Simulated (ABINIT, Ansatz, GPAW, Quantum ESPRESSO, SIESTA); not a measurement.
# One structure in several programs: SrAg3Pd2 (P6/mmm, 6 atoms in the cell)

Self-consistent single point, at a second geometry (lattice scaled by 0.98). First geometry:

```yaml
crystal:
  lattice:
    - [5.54858, 0.00000, 0.00000]
    - [-2.77429, 4.80521, 0.00000]
    - [0.00000, 0.00000, 4.55616]
  atoms:
    - { symbol: Sr, position: [0.00000, 0.00000, 0.00000] }
    - { symbol: Ag, position: [0.50000, 0.00000, 0.50000] }
    - { symbol: Ag, position: [0.50000, 0.50000, 0.50000] }
    - { symbol: Ag, position: [0.00000, 0.50000, 0.50000] }
    - { symbol: Pd, position: [0.33333, 0.66667, 0.00000] }
    - { symbol: Pd, position: [0.66667, 0.33333, 0.00000] }
```

Shared settings, as Ansatz (a program for electronic structure) writes them: kpoints.mp_grid.grid = 6 6 6; scf.occupations.method = gaussian; scf.occupations.width = 0.2 eV. Potentials and cutoffs stand in the table.

```json
[
 {"code": "SIESTA", "model": "GGA PBEsol, numerical atomic orbitals DZP, PseudoDojo PBEsol standard norm-conserving potentials (rewritten from UPF to PSML)", "ΔF from the first geometry (meV/atom)": "15.8", "pressure (GPa)": "5.67", "cutoff": "grid 400 Ry"},
 {"code": "ABINIT", "model": "PBEsol, PAW (JTH v2.0 PBE PAW, files made for PBE)", "ΔF from the first geometry (meV/atom)": "-1.7", "pressure (GPa)": "2.76", "cutoff": "48 Ry"},
 {"code": "Ansatz", "model": "PBEsol, PAW files made with PBE", "ΔF from the first geometry (meV/atom)": "-2.2", "pressure (GPa)": "2.75", "cutoff": "default"},
 {"code": "GPAW", "model": "PBEsol, GPAW PAW datasets PBEsol (made by gpaw-setup)", "ΔF from the first geometry (meV/atom)": "-0.8", "pressure (GPa)": "2.97", "cutoff": "550 eV"},
 {"code": "Quantum ESPRESSO", "model": "PBEsol, GBRV 1.5 ultrasoft (PBESOL) pseudopotentials", "ΔF from the first geometry (meV/atom)": "-0.4", "pressure (GPa)": "2.23", "cutoff": "40 Ry"}
]
```

For Quantum ESPRESSO (by 0.8 GPa) the energy change implies a higher mean pressure, against the two pressures, than for the other programs: a sign of finite-basis (Pulay) stress.

On Ansatz's run: spin polarisation is off.

The spread over the programs that give each value: ΔF from the first geometry within 18.0 meV/atom; pressure within 3.44 GPa.

SIESTA uses small atom-centred bases, whose incompleteness enters pressures, forces and empty levels differently from a plane-wave cutoff. Ansatz's pressure is given at a fixed set of plane waves, as the other plane-wave codes print theirs; with its correction for the finite basis it is 2.81 GPa. In the pressure, SIESTA (by 2.92) lies more than 1 GPa from the median of the plane-wave programs.

The starting cell comes from a database of computed structures (which also holds hypothetical and non-ambient phases and stackings), without a prior relaxation at this level. For this run, on top of that: lattice scaled by 0.98.

Left out of this page: Elk and FLEUR (not drawn, or without a comparable value).

Keys are those of Ansatz 0.2.
